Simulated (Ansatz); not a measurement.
# How the bulk modulus B0 of TaAs (model structure, started from the CsCl type, Pm-3m, No. 221, 2 atoms in the cell) moves with the method

No measured value is used here.

```tsv
level (code)	value (GPa)	cell (Å³/atom)
LDA (Ansatz)	205	15.72
PBEsol (Ansatz)	___	16.05
r²SCAN (Ansatz)	191	16.36
```

Question: What belongs in the gaps?

Answer: 
- PBEsol (Ansatz, a first-principles code), value (GPa): 196

Density-functional levels without +SOC have no spin–orbit coupling. LDA, PBEsol, r²SCAN: the bulk modulus is −V dP/dV from two relaxed cells at ±2 % in volume. Each level is taken at its own relaxed cell. Cutoffs differ between the levels. Ansatz's density-functional and Hartree–Fock values are scalar-relativistic unless marked +SOC, with PAW data made under PBE.

A model structure was made by putting elements into a prototype or built by hand; it is no filed structure, need not be a known phase, and can be a saddle point held by its symmetry.
